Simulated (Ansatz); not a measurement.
Band structure of SnGeSe₂ (Pmc2_1, 8 atoms in the cell).

```yaml
crystal:
  lattice:
    - [3.95963, 0.00000, 0.00000]
    - [0.00000, 4.67704, 0.00000]
    - [0.00000, 0.00000, 11.37082]
  atoms:
    - { symbol: Sn, position: [0.50000, 0.36605, 0.38335] }
    - { symbol: Sn, position: [0.50000, 0.63395, 0.88335] }
    - { symbol: Ge, position: [0.00000, 0.12293, 0.62746] }
    - { symbol: Ge, position: [0.00000, 0.87707, 0.12746] }
    - { symbol: Se, position: [0.00000, 0.23593, 0.84558] }
    - { symbol: Se, position: [0.00000, 0.76407, 0.34558] }
    - { symbol: Se, position: [0.50000, 0.23363, 0.14361] }
    - { symbol: Se, position: [0.50000, 0.76637, 0.64361] }
```

Method of the run: PBEsol, default PAW files made with PBE (plane waves; Ansatz, a program for electronic structure).

Settings: kpoints.mp_grid.grid = 4 3 2; hamiltonian.xc = pbesol; hamiltonian.pseudopotentials = {kind: paw} (the program's default PAW files); scf.occupations.method = fixed; kpoints.band_path.npoints = 16.

The starting cell comes from a database of computed structures (which also holds hypothetical and non-ambient phases and stackings), without a prior relaxation at this level.

Problem. Predict the gap along the standard path and the places of the band edges.

Solution. The gap along the path is 0.68 eV, from a point between Y and Γ to a point between X and S; the smallest direct gap on it is 1.00 eV.

Levels in eV from the top of the valence band on the path, bands 57 to 64:
```
point     57     58     59     60    61    62    63    64
-----  -----  -----  -----  -----  ----  ----  ----  ----
Γ      -1.23  -0.88  -0.67  -0.02  0.97  2.19  2.36  2.79
X      -1.42  -1.16  -1.08  -0.87  0.78  1.04  1.51  1.54
S      -2.01  -1.76  -1.23  -1.22  2.73  2.93  2.93  3.10
Y      -1.08  -0.77  -0.35  -0.07  1.10  1.54  1.92  2.16
Z      -1.46  -1.46  -0.33  -0.33  2.08  2.08  2.58  2.58
U      -1.50  -1.50  -1.12  -1.12  1.19  1.19  1.79  1.79
R      -1.37  -1.37  -1.13  -1.13  2.50  2.50  2.62  2.62
T      -0.60  -0.60  -0.29  -0.29  1.43  1.43  2.05  2.05
```

Keys are those of Ansatz 0.2.
